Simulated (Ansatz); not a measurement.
We consider AlSiCN (model structure, R3m, No. 160, 4 atoms in the cell), described by PBE in Ansatz (plane waves, PAW).

Numerical settings: plane-wave cutoff 520 eV, 20×20×20 k mesh, Fermi–Dirac smearing 0.05 eV, scalar-relativistic PAW data made under PBE.

Cell (relaxed with PBEsol):

AlCNSi is modelled in the trigonal space group R3m, hexagonal axes (No. 160), Pearson symbol hR4. Cell: a = 3.114 Å, b = 3.114 Å, c = 15.224 Å, α = 90.00°, β = 90.00°, γ = 120.00°. Al on 3a is coordinated by 3 C at 1.902 Å and 1 N at 2.011 Å (tetrahedral). N on 3a is coordinated by 3 Si at 1.930 Å and 1 Al at 2.011 Å (tetrahedral). Si on 3a is coordinated by 1 C at 1.742 Å and 3 N at 1.930 Å (tetrahedral). C on 3a is surrounded by 1 Si at 1.742 Å and 3 Al at 1.902 Å (tetrahedral). (Neighbours: up to the widest gap in distance over summed covalent radii, below 1.35, at either atom; cation-cation and far metal-metal contacts left out.)
(The calculation used a cell of 4 atoms; values per cell refer to that cell.)

### Question
Give the computed band gap and smallest direct gap on the k points sampled.

### Answer

- band gap = 0.01 eV (under three smearing widths, so not firm)
- smallest direct gap on the k points sampled = 0.45 eV

Note: the relaxation could raise the start's symmetry but not lower it, so the cell can be a saddle point; cell and atoms aren't relaxed at this level (pressure 3.4 GPa).

Computed values are for the static lattice.

Computing time: very roughly 40 core-seconds.

A model structure was made by putting elements into a prototype or built by hand; it is no filed structure, need not be a known phase, and can be a saddle point held by its symmetry.

Ansatz is a quantum-chemistry and plane-wave program.
